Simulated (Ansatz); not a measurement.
Results of r²SCAN (Ansatz, a program for electronic structure, PAW) for CsCl-type ErAg.

Numerical settings: plane-wave cutoff 560 eV, 16×16×16 k mesh, Fermi–Dirac smearing 0.05 eV, spin-polarised with parallel moments, scalar-relativistic PAW data made under PBE.

Cell (relaxed at this level):

```cif
data_AgEr
_chemical_formula_sum 'Ag1 Er1'
_space_group_name_H-M_alt 'P 1'
_space_group_IT_number 1
_cell_length_a 3.59699
_cell_length_b 3.59699
_cell_length_c 3.59699
_cell_angle_alpha 90.000
_cell_angle_beta 90.000
_cell_angle_gamma 90.000
loop_
_space_group_symop_operation_xyz
  'x, y, z'
loop_
_atom_site_label
_atom_site_type_symbol
_atom_site_fract_x
_atom_site_fract_y
_atom_site_fract_z
_atom_site_occupancy
Ag1 Ag 0.00000 0.00000 0.00000 1
Er1 Er 0.50000 0.50000 0.50000 1
```
Starting moments (μB, in the order of the record's atoms Ag Er): 0.0 3.0.

Q: Predict the bulk modulus B0.

A: 
* **bulk modulus B0**: 67.4 GPa

Note: the magnetic order was assumed, not searched for or taken from measurement; the bulk modulus is −V dP/dV from two relaxed cells at ±2 % in volume; the 4f shell is treated without U or exact exchange, so its levels and filling can be wrong.

Spin–orbit coupling is not included.

Static lattice: no zero-point or thermal effects.
